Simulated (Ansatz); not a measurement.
# ScF3 (R-3c, No. 167, 8 atoms in the cell; start mp-1078300)

The numbers are results of r²SCAN-D4 (PAW; Ansatz, a program for electronic structure), not measurements.

Numerical settings: plane-wave cutoff 500 eV, 8×8×8 k mesh, gaussian smearing 0.02 eV, scalar-relativistic PAW data made under PBE.

Cell (relaxed at this level):

ScF3 has the trigonal space group R-3c, hexagonal axes (No. 167), Pearson symbol hR8. Lattice parameters: a = b = 5.433 Å, c = 14.016 Å, α = β = 90.00°, γ = 120.00°. Sc on 6b has 6 F at 2.014 Å (octahedral). F on 18e has 2 Sc at 2.014 Å (bent). (Neighbours: up to the widest gap in distance over summed covalent radii, below 1.35, at either atom; cation-cation and far metal-metal contacts left out.)
(The calculation used a cell of 8 atoms; values per cell refer to that cell.)

```
Item                            Value
--------  ---------------------------
band gap  7.30 eV (on the SCF k mesh)
```

Note: the relaxation could not lower the start's symmetry, so the cell can be a saddle point above a distorted one.

The computed numbers hold no vibrational or temperature effects.

A start named mp-… is a Materials Project structure, which need not be a measured phase.
